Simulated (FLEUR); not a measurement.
```
BePd
1.0
    2.80321     0.00000     0.00000
    0.00000     2.80321     0.00000
    0.00000     0.00000     2.80321
Be Pd
1 1
Direct
  0.00000   0.00000   0.01784
  0.50000   0.50000   0.50000
```

Computed with PBEsol, all-electron FLAPW (FLEUR), scalar-relativistic valence run with FLEUR.

The set-up and first iterations of a FLEUR log for BePd (P4mm, 2 atoms in the cell):

```
      Welcome to FLEUR        (www.flapw.de)
      MaX-Release 8.1          (www.max-centre.eu)

 ========== k-point set info ==========
 Selected k-point list: default-1
 k-point list type: mesh
 8 x 8 x 8
 Number of k points: 75

 ------------Calculation Setup---------------------------
           1           3           5          15          25          75
 Number of basis functions:          189
 Iteration:     1   Distance:      21.49846108 me/bohr^3
 Iteration:     2   Distance:      17.26509485 me/bohr^3
 Iteration:     3   Distance:       5.40095867 me/bohr^3
 Iteration:     4   Distance:       2.88003155 me/bohr^3
 Iteration:     5   Distance:       0.85566413 me/bohr^3
```

Question: Will this run converge, and how will it end?

Answer: The run ended unconverged after 100 iterations. It gives no final result for the task that was set. The log goes on:

```
   [... 91 lines left out ...]
 Iteration:    97   Distance:       0.00929126 me/bohr^3
 Iteration:    98   Distance:       0.03744441 me/bohr^3
 Iteration:    99   Distance:       0.03744603 me/bohr^3
 Iteration:   100   Distance:       0.00929404 me/bohr^3
 Run finished successfully
 Stop message:
   all done

[file out, last iteration]
             iter=    100
[...]
          total density-effective poten   -8.3004582441E+03
          total charge density-energy d   -1.4456519840E+02
 Updated energy parameters for spin:           1
[...]
 fermi energy and band-weighting factors:

[...]
FERMIE:
          first approx. to ef    (T=0)  :   0.398884 htr   (energy of the highest occ. eigenvalue)
          number of occ. states  (T=0)  :        677
          first approx. to seigv (T=0)  :  -5.912826 htr
          sum of weights of occ. states :   9.000000
          sum of semicore charge        :   0.000000 e
Tetrahedron method:
   fermi energy =   0.40780 dtot   18.00000 nelec   18.00000
          sum of valence eigenvalues=       -5.9083265442     sum of weights=  9.000000
          moment=    0.000000
 Direct bandgap for spin            1 :    2.3119626132189319E-002  Htr
   [... lines left out ...]
 ---->    free energy=                     -5059.3387818965 htr
   [... lines left out ...]
                       FX_TOT= 0.000000 FY_TOT= 0.000000 FZ_TOT=-0.004006
 TOTAL FORCE FOR ATOM TYPE=  2  X=  2.649   Y=  2.649   Z=  2.649
                       FX_TOT= 0.000000 FY_TOT= 0.000000 FZ_TOT= 0.003989
No new postions, force convergence required= 0.00001; max force distance= 0.00000
---->    distance of charge densities for spin  1                 it=  100:     0.009294 me/bohr**3
GENERALIZED ANDERSON MIXING: alpha=   0.05000 History-length=21
     ******* it=100  is completed********
```

The starting cell comes from a database of computed structures (which also holds hypothetical and non-ambient phases and stackings), without a prior relaxation at this level. Its lattice was rescaled by up to half a per cent. One atom was moved a little off its site on purpose. Values depend on the basis (sphere radii, cutoffs, local orbitals), which need not be converged.

The run was DFT, PBEsol, all-electron FLAPW (FLEUR), scalar-relativistic valence. Main settings of its input:

- Kmax: 4.1 1/bohr
- GmaxXC: 14.3 1/bohr
- xcFunctional: PBEs
- jspins: 1
- l_soc: F
- mode: tetra
- fermiSmearingEnergy: 0.0001 Htr
- mesh (inpgen div1-3): 8 8 8
- inpgen gamma flag: true
- Gmax: 14.3 1/bohr
- numbands: 0
- maxIterBroyd: 40
